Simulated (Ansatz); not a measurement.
Response to strain in WC

Take WC (space group P-6m2, No. 187; relaxed with 0.1 eV smearing) as the base.

```
WC
1.0
    2.91268     0.00000     0.00000
   -1.45634     2.52245     0.00000
    0.00000     0.00000     2.83536
W C
1 1
Direct
  0.00000   0.00000   0.00000
  0.33333   0.66667   0.50000
```

Cartesian axes are those of the cell as printed.

Strains are applied to the cell and any free atomic positions relax.

The values are results of Ansatz (a quantum-chemistry and plane-wave program), r2SCAN, PAW, cutoff 500 eV, scalar-relativistic without spin-orbit coupling, not measurements.

Notes on the quantities. energy relative to the base: free energy F; pressure: mean of the normal stresses, compression positive.

| variant | shortest interatomic distance | energy relative to the base | pressure |
|---|---|---|---|
| base | 2.199 Å | 0 meV/atom | 0.0 GPa |
| uniaxial strain ε_zz = −3.00 % | 2.172 Å | +31 meV/atom | 14.9 GPa |
| uniaxial strain ε_zz = −2.50 % | 2.177 Å | +21 meV/atom | 12.2 GPa |
| uniaxial strain ε_zz = −2.00 % | 2.181 Å | +14 meV/atom | 9.6 GPa |
| uniaxial strain ε_zz = −1.50 % | 2.186 Å | +7.5 meV/atom | 7.1 GPa |
| uniaxial strain ε_zz = −1.00 % | 2.190 Å | +3.3 meV/atom | 4.6 GPa |
| uniaxial strain ε_zz = −0.50 % | 2.195 Å | +0.8 meV/atom | 2.3 GPa |

No phonon test of stability was made. The final runs are not spin-polarised.
